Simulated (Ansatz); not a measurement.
**Response to strain in MgS**

Consider MgS in the rock salt structure (space group Fm-3m, No. 225).

```yaml
crystal:
  lattice:
    - [0.00000, 2.60157, 2.60157]
    - [2.60157, 0.00000, 2.60157]
    - [2.60157, 2.60157, 0.00000]
  atoms:
    - { symbol: S, position: [0.00000, 0.00000, 0.00000] }
    - { symbol: Mg, position: [0.50000, 0.50000, 0.50000] }
```

Cartesian axes are those of the cell as printed.

Strains are applied to the cell and any free atomic positions relax; under biaxial strain the out-of-plane vector relaxes too.

All numbers come from r2SCAN, PAW, 500 eV (Ansatz, an electronic-structure program; scalar-relativistic without spin-orbit coupling).

Candidates:
(a) isotropic strain +2.22 %
(b) biaxial strain −4.72 %, plane normal [001], relaxed out of plane
(c) isotropic strain −4.33 %
(d) uniaxial strain ε_yy = −1.25 %

Notes on the quantities. energy relative to the base: free energy F.

### Question
Order them by energy relative to the base, lowest first.

### Answer
(d) uniaxial strain ε_yy = −1.25 % (+1.4 meV/atom), (a) isotropic strain +2.22 % (+18 meV/atom), (b) biaxial strain −4.72 %, plane normal [001], relaxed out of plane (+51 meV/atom), (c) isotropic strain −4.33 % (+85 meV/atom)

Stability against distortions was not tested.
